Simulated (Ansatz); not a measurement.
Start from TiO2 in the rutile structure (space group P4_2/mnm, No. 136; a = 4.5916 Å, c = 2.9391 Å).

Calculations: PBEsol (Ansatz, a program for electronic structure; PAW; 420 eV plane waves; spin-orbit coupling left out), earlier PAW set.

For the base:

- Pressure: 0.00 GPa
- Band gap: 1.87 eV
- Electron mass: 0.54 mₑ along c, 1.1 mₑ across (at Γ)

Now apply this change: every lattice vector is shortened by 1.32 %, atoms relaxed at fixed cell.

What does the calculation give for the pressure, band gap and electron mass after the change?

The pressure (mean of the normal stresses, compression positive) goes from zero to 10.19 GPa; the band gap grows by 0.04 eV, from 1.87 eV to 1.91 eV; the electron mass changes from 0.54 mₑ along c, 1.1 mₑ across (at Γ) to 0.51 mₑ along c, 1.1 mₑ across (at Γ).

The cells carry an imposed strain or load. Masses are band curvatures over ±0.01 Å⁻¹ around the edge. No phonon test of stability was made. The final runs are not spin-polarised.
